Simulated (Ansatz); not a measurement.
# HgS: biaxial strain +0.64 %, plane normal [001], relaxed out of plane

The reference is HgS in the zinc blende structure (space group F-43m, No. 216; a = 5.876 Å). Axes: x, y, z lie along the cube axes.

One thing is altered: biaxial strain +0.64 %, plane normal [001], relaxed out of plane (Cartesian); in-plane vectors clamped, the third vector and the atoms free.

Calculations: DFT with PBEsol, PAW potentials and a 420 eV plane-wave cutoff in Ansatz (a quantum-chemistry and plane-wave program), spin-orbit coupling left out. Settings: 10×10×10 k-points, 0.05 eV Fermi–Dirac smearing.

```json
[
 {"quantity": "volume per atom", "base": "25.36 Å³", "changed": "25.43 Å³", "shift": "+0.07 Å³"},
 {"quantity": "space group", "base": "F-43m (No. 216)", "changed": "I-4m2 (No. 119)", "shift": "–"},
 {"quantity": "shortest interatomic distance", "base": "2.544 Å", "changed": "2.547 Å", "shift": "+0.003 Å"},
 {"quantity": "energy relative to the base (free energy F)", "base": "0 meV/atom", "changed": "+0.3 meV/atom", "shift": "+0.3 meV/atom"},
 {"quantity": "pressure (mean of the normal stresses, compression positive)", "base": "0.0 GPa", "changed": "-0.2 GPa", "shift": "-0.2 GPa"},
 {"quantity": "band gap", "base": "zero", "changed": "zero", "shift": "–"},
 {"quantity": "out-of-plane strain (rough)", "base": "–", "changed": "-0.99 %", "shift": "–"},
 {"quantity": "mean in-plane stress (compression positive) (rough)", "base": "–", "changed": "-0.3 GPa", "shift": "–"}
]
```

Final structure (turned so that z lies along the plane normal):

```xyz
2
Lattice="4.1814 0.0000 0.0000 0.0000 4.1814 0.0000 2.0907 -2.0907 2.9088" Properties=species:S:1:pos:R:3 pbc="T T T"
S      2.0907     0.0000     1.4544
Hg     0.0000     0.0000     0.0000
```

Without a gap, meshes like the base's 10×10×10 leave anisotropic stresses uncertain by several tenths of a GPa, and small strain energies with them. With Hg present, leaving out spin-orbit coupling can change the band edges. Stability against distortions was not tested. The final runs are not spin-polarised. Gaps under 0.05 eV, about the width of the smearing, are given as zero. A zero or small gap of HgS can be the functional's error rather than a property of the material.
